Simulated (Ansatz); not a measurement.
# Rh2O3 (Pbcn, No. 60; cell taken from a computed entry)

Calculation: LDA in Ansatz (PAW).

Run with plane-wave cutoff 500 eV, 6×8×8 k mesh (along the axes of the cell as run), gaussian smearing 0.02 eV, no spin polarisation, scalar-relativistic PAW data made under PBE.

Cell: relaxed at this level.

```json
{
  "volume_per_atom": "9.72 Å³/atom",
  "band_gap": "0.63 eV (on the SCF k mesh)"
}
```

Note: the relaxation could not lower the start's symmetry, so the cell can be a saddle point above a distorted one.

Spin–orbit coupling is not included.

The computed numbers hold no vibrational or temperature effects.

It cost roughly 21 core-minutes of CPU time.

Ansatz is a program for electronic structure.
